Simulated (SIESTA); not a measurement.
Band structure of a sheet of PtSe2 (3 atoms in the cell).

```
PtSe2
1.0
    3.61926     0.00000     0.00000
   -1.80963     3.13437     0.00000
    0.00000     0.00000    16.98204
Pt Se
1 2
Cartesian
  0.00000   0.00000   8.49102
  0.00000   2.08958   9.98204
  1.80963   1.04479   7.00000
```

Method: SIESTA 5.4.2 with GGA PBE, numerical atomic orbitals DZP, PseudoDojo PBE standard norm-conserving potentials (rewritten from UPF to PSML).

Settings: XC.functional = GGA; XC.authors = PBE; potentials = PseudoDojo PBE standard; PAO.BasisSize = DZP; PAO.EnergyShift = 0.01 Ry; MeshCutoff = 300 Ry; kgrid.MonkhorstPack = 9 9 1; OccupationFunction = MP; OccupationMPOrder = 0; ElectronicTemperature = 0.136 eV; MaxSCFIterations = 150; SCF.Mixer.Method = Pulay; SCF.Mixer.Weight = 0.2; SCF.Mixer.History = 8.

The starting cell was generated: these elements placed on a structure prototype, without a prior relaxation; it need not be a known phase or ordering of this composition. Its lattice was rescaled in the plane by a random factor within 2.5 % of one. Spin-orbit coupling is off. Values carry the incompleteness of an atom-centred basis.

Question: Predict the gap along the standard path and the places of the band edges.

Answer: The gap along the path is 0.88 eV, from Γ to a point between K and Γ; the smallest direct gap on it is 1.19 eV.

Levels in eV from the top of the valence band on the path, bands 22 to 26:
| point | 22 | 23 | 24 | 25 | 26 |
|---|---|---|---|---|---|
| Γ | -1.92 | -1.28 | 0.00 | 0.00 | 2.36 |
| M | -2.36 | -2.01 | -1.85 | -1.61 | 1.89 |
| K | -2.86 | -2.49 | -1.22 | -1.22 | 1.25 |

Higher empty bands are left out: an atom-centred basis made for the valence describes them poorly.
